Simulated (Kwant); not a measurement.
System: GaN/Al0.2Ga0.8N stack with 1 barrier. One parabolic valley. Leads of mass 0.2 mₑ with the band edge at 0; grid 0.1 nm; bias 0 V, dropping linearly over the stack.

| layer | thickness (nm) | band offset (eV) | mass (mₑ) |
|---|---|---|---|
| 1 | 3.3 | 0.35 | 0.22 |

The device is made up for the run: typed textbook-type constants, with dimensions and the other settings drawn at random.

Computed with Kwant: one-band effective-mass tight-binding model in one dimension, coherent, no space charge.

Sweep values stay those of the base run.

The thickness of the first barrier was swept, all else fixed.

| thickness of the first barrier (nm) | transmission at E = 0.4455 eV | mean transmission over the sweep | transmission at E = 0.2203 eV | transmission at E = 0.3329 eV |
|---|---|---|---|---|
| 2 | 0.55 | 0.17 | 0.11 | 0.27 |
| 2.6 | 0.58 | 0.12 | 0.040 | 0.17 |
| 3.3 | 0.75 | 0.10 | 0.012 | 0.10 |
| 4 | 0.98 | 0.12 | 0.0036 | 0.061 |
| 4.6 | 0.94 | 0.13 | 0.0013 | 0.041 |

From the first row to the last the transmission at E = 0.4455 eV goes from 0.55 to 0.94. From the first row to the last the mean transmission over the sweep goes from 0.17 to 0.13.
